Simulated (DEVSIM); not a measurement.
Simulated with DEVSIM: 1D drift-diffusion, Boltzmann statistics, complete ionisation; no tunnelling, impact ionisation, image-force lowering or self-heating. Metal contacts follow the ideal Schottky-Mott rule: no Fermi-level pinning, no interface dipoles.

Device: Schottky contact on n-type β-Ga2O3, at 300 K.

```tsv
layer (left to right)	material	thickness (μm)	Nd (cm⁻³)	τn (s)	τp (s)
1	β-Ga2O3	0.350	5e15	5e-8	5e-8
```

Left contact: Schottky, work function 5.66 eV, emission velocity 2.3e6 cm/s. Right contact: ohmic. Voltage is applied to the left contact. Recombination: SRH at mid-gap, radiative. Mobility is constant in doping. Where it depends on doping, it is μmin + (μ − μmin)/(1 + (N/Nref)^α).

This is a model device: material constants are rounded textbook-type values typed into the input, and sizes, dopings and lifetimes were drawn at random. Values at 300 K; Nc and Nv go as T^1.5, mobilities as T to minus their exponent, the gap by Varshni's rule with the affinity fixed. The table also holds parameters that only a changed run uses.

| parameter | β-Ga2O3 |
|---|---|
| gap (eV) | 4.8 |
| affinity (eV) | 4 |
| permittivity | 10 |
| Nc (cm⁻³) | 3.7e18 |
| Nv (cm⁻³) | 5e20 |
| μn (cm²/Vs) | 160 |
| μp (cm²/Vs) | 1 |
| μn,min | 20 |
| μp,min | 0.1 |
| Nref,n | 1e18 |
| Nref,p | 1e18 |
| αn | 0.8 |
| αp | 0.8 |
| T exponent of μn | 1.8 |
| T exponent of μp | 1.5 |
| B (cm³/s) | 1e-12 |
| Cn (cm⁶/s) | 1e-31 |
| Cp (cm⁶/s) | 1e-31 |
| Varshni α (eV/K) | 0.0004 |
| Varshni β (K) | 600 |

One input was changed, with this effect: dark forward voltage at 100 A/cm² 1.471 → 1.489 V; dark forward voltage at 1 A/cm² little changed (1.313 V); potential step across the device at zero bias little changed (1.489 V); largest field in the device at zero bias 58000 → 52000 V/cm.

### Question
Which change was it?
A) metal work function 5.66 → 5.51 eV
B) doping Nd of layer 1 5e+15 → 1.5e+16 cm^-3
C) Auger recombination switched on
D) doping-dependent mobility in place of the constant one
E) thickness of layer 1 0.35 → 0.59 μm
F) minority lifetime in layer 1 5e-08 → 1.5e-09 s
G) temperature 300 → 250 K

### Answer
E, thickness of layer 1 0.35 → 0.59 μm
